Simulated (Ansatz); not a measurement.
Density of states of VCo$_{3}$ (Pm-3m) near the Fermi level, PBEsol, rigid bands run with Ansatz (an electronic-structure program).

| E − E_F (eV) | states/eV/cell |
|---|---|
| -1.95 | 7.33 |
| -1.85 | 6.42 |
| -1.75 | 6.77 |
| -1.65 | 8.90 |
| -1.55 | 10.3 |
| -1.45 | 12.5 |
| -1.35 | 8.48 |
| -1.25 | 7.29 |
| -1.15 | 7.77 |
| -1.05 | 7.47 |
| -0.95 | 6.91 |
| -0.85 | 7.22 |
| -0.75 | 8.48 |
| -0.65 | 7.72 |
| -0.55 | 6.84 |
| -0.45 | 6.38 |
| -0.35 | 5.63 |
| -0.25 | 5.14 |
| -0.15 | 3.84 |
| -0.05 | 3.30 |
| 0.05 | 2.77 |
| 0.15 | 3.10 |
| 0.25 | 4.44 |
| 0.35 | 4.59 |
| 0.45 | 2.60 |
| 0.55 | 1.74 |
| 0.65 | 1.33 |
| 0.75 | 4.28 |
| 0.85 | 9.49 |
| 0.95 | 9.78 |
| 1.05 | 8.37 |
| 1.15 | 7.38 |
| 1.25 | 6.12 |
| 1.35 | 6.10 |
| 1.45 | 6.77 |
| 1.55 | 8.87 |
| 1.65 | 5.11 |
| 1.75 | 2.95 |
| 1.85 | 2.92 |
| 1.95 | 3.13 |

**Question.** With 4 atoms a cell, what bare Sommerfeld coefficient γ = (π²/3) k_B² N(E_F) follows?

**Answer.** N(E_F) ≈ 3.0 states/eV a cell at 300 K, so γ ≈ 1.76 mJ/(mol of atoms·K²), before electron-phonon enhancement.

**Question.** How far does the Fermi level move in a rigid band for 0.1 electron a cell added or removed?

**Answer.** 34 meV and -33 meV.

A metal at this level (no band gap); rigid bands, thermally averaged at 300 K, both spins. Spin-orbit coupling is left out. Geometry: cell and atoms relaxed with PBEsol.

Computed structure, not matched to a measured one here, so possibly hypothetical: VCo3 (Pm-3m). Treated as nonmagnetic (a ferromagnetic start lost its moment, other orders weren't tried): VCo3 (Pm-3m).
